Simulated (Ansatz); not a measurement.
Reference: GaS (R-3m), PBEsol+D3BJ with spin-orbit coupling, rigid bands (plane waves, PAW; Ansatz, a program for electronic structure); axes and stresses refer to this cell.

```yaml
crystal:
  lattice:
    - [1.77202, 1.02308, 7.48667]
    - [-1.77202, 1.02308, 7.48667]
    - [0.00000, -2.04615, 7.48667]
  atoms:
    - { symbol: Ga, position: [0.94622, 0.94622, 0.94622] }
    - { symbol: Ga, position: [0.05378, 0.05378, 0.05378] }
    - { symbol: S, position: [0.23113, 0.23113, 0.23113] }
    - { symbol: S, position: [0.76887, 0.76887, 0.76887] }
```

- Seebeck coefficient, p-type 1e19 cm⁻³: 274 μV/K
- hole conductivity mass: 0.41 mₑ
- band gap: 1.31 eV

Q: Change: uniaxial stress zz = 2 GPa (compression positive). What happens to Seebeck coefficient, p-type 1e19 cm⁻³, hole conductivity mass, band gap?

A: Seebeck coefficient, p-type 1e19 cm⁻³ decreases to 245 μV/K; hole conductivity mass shrinks to 0.35 mₑ; band gap decreases to 1.07 eV.

Masses are for dilute carriers at 300 K, harmonic means over directions unless an axis is named. Seebeck coefficients are for the stated density at 300 K, with one relaxation time for all states and whether or not that doping can be reached. Stresses and pressures are the targets of the relaxation.  The structure type is held under load, also where the real crystal would transform.

Computed structure with no diffraction record at hand here (it may be known, metastable or hypothetical): GaS (R-3m). PBEsol with a dispersion correction tends to overbind, so the cell can be several per cent short, in bad cases over ten, which usually narrows a gap: GaS (R-3m).
